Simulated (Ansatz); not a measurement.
Consider the following.

End structure of a constructed model of the (110) surface of bcc W, a layer of Sn in place of the third plane (bottom of the slab: a bare face, its two planes held):

```yaml
crystal:
  lattice:
    - [2.75768, 0.00000, 0.00000]
    - [-0.91923, 2.59996, 0.00000]
    - [0.00000, 0.00000, 27.00000]
  atoms:
    - { symbol: W, position: [0.50000, 0.50000, 0.29663] }
    - { symbol: W, position: [0.00000, 0.00000, 0.38002] }
    - { symbol: W, position: [0.50000, 0.50000, 0.46234] }
    - { symbol: Sn, position: [0.00000, 0.00000, 0.55245] }
    - { symbol: W, position: [0.50000, 0.50000, 0.64514] }
    - { symbol: W, position: [0.00000, 0.00000, 0.72390] }
```

Model: 6-atom slab, 11.0 Å thick at the start with caps and adatoms (thin: gaps and levels are the slab's own), 14x14x1 mesh, Fermi-Dirac 0.1 eV, dipole correction, 2 atoms held, the rest relaxed; symmetry of the start imposed; no spin, no spin-orbit, no U. In PBE it is, or lies within 0.01 eV a 1x1 cell of, the lowest of the 2 structures of its composition computed so far; subsurface sites and larger cells were not tried.

Question: What work function of the top face does Ansatz (an electronic-structure program) with PBE give?

Answer: 4.72 eV
